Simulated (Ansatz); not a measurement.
Short convergence ladders for TiAl (P4/mmm, 2 atoms in the cell)

```
TiAl
1.0
    2.84415     0.00000     0.00000
    0.00000     2.84415     0.00000
    0.00000     0.00000     4.09035
Ti Al
1 1
Direct
  0.00000   0.00000   0.00000
  0.50000   0.50000   0.50000
```

Base method: PBE (plane waves, PAW; Ansatz, an electronic-structure program).

Base settings: basis.ecutwfc = 420 eV; kpoints.mp_grid.grid = 12 12 8; hamiltonian.xc = pbe; hamiltonian.pseudopotentials = {kind: paw} (the program's default PAW files); scf.occupations.method = gaussian; scf.occupations.width = 0.1 eV.

The count of work is k-points × plane waves × bands × iterations; it is no time. Core times come from one kind of shared machine, to one figure; runs under 30 s give none.

**Zone-centre phonons against the cutoff**

In this ladder: phonons.method = dfpt.

The mesh stays at the base's, so the ladder's end is converged at best in this setting alone.

Frequencies are those of the unrelaxed cell, without the LO-TO term of polar crystals.

Only quantities that move along the ladder and can be compared are tabulated.

| basis.ecutwfc | highest zone-centre frequency (cm⁻¹) |
|---|---|
| 210 eV | 227.5 |
| 250 eV | 320.3 |
| 295 eV | 300.3 |
| 355 eV | 292.5 |
| 420 eV | 293.7 |
| 505 eV | 293.8 |
| 630 eV | 293.8 |

Coarsest basis.ecutwfc that holds the highest zone-centre frequency within 5 cm⁻¹ of the last step, with all finer ones: 355 eV; the step before is off by 6.5 cm⁻¹.

**The q mesh of the phonons**

In this ladder: kpoints.mp_grid.grid = 12 12 12; phonons.method = dfpt.

Only quantities that move along the ladder and can be compared are tabulated.

Thermal sums run over frequencies interpolated from this q mesh.

| phonons.qmesh | zero-point energy (meV/atom) | vibrational free energy at 300 K (meV/atom) | core time / last (rough) |
|---|---|---|---|
| 1 1 1 | 34.29 | -9.80 | 0.06 |
| 2 2 2 | 42.66 | 8.32 | 0.3 |
| 3 3 3 | 42.76 | 8.33 | 1 |

Coarsest phonons.qmesh that holds the vibrational free energy at 300 K within 1 meV/atom of the last step, with all finer ones: 2 2 2, at about 0.3 of the last step's time; the step before is off by 18 meV/atom.

Coarsest phonons.qmesh that holds the zero-point energy within 0.5 meV/atom of the last step, with all finer ones: 2 2 2, at about 0.3 of the last step's time; the step before is off by 8.5 meV/atom.

**The size of a vacancy's supercell**

On TiAl (P4/mmm, 4 atoms in the cell), and larger cells.

Steps: 2 x 1 x 1 supercell, one Al atom taken out, nothing relaxed; 2 x 2 x 1 supercell, one Al atom taken out, nothing relaxed; and so on, with the mesh thinned in proportion.

Only quantities that move along the ladder and can be compared are tabulated.

| atoms | energy of the cell with the vacancy less the whole one (holds the removed atom on the program's zero: only its change counts) (eV) | count of work / last | core time / last (rough) |
|---|---|---|---|
| 4 | 540.334 | 0.065 | – |
| 8 | 540.496 | 0.092 | – |
| 16 | 540.333 | 0.22 | – |
| 24 | 540.314 | 0.59 | 0.4 |
| 36 | 540.282 | 0.67 | 0.5 |
| 54 | 540.336 | 1.0 | 1 |

Smallest size that holds the energy of the cell with the vacancy less the whole one (holds the removed atom on the program's zero: only its change counts) within 0.1 eV: not settled: the last two steps still differ by 0.054 eV, over half the tolerance, so the ladder does not show it.

On the base run: the starting cell has typed, rounded lattice constants, without a prior relaxation at this level. Its lattice was rescaled by up to half a per cent. Spin polarisation is off.

Left out of this page: 1 run of the series stopped by limits of time or memory.

Keys are those of Ansatz 0.2.
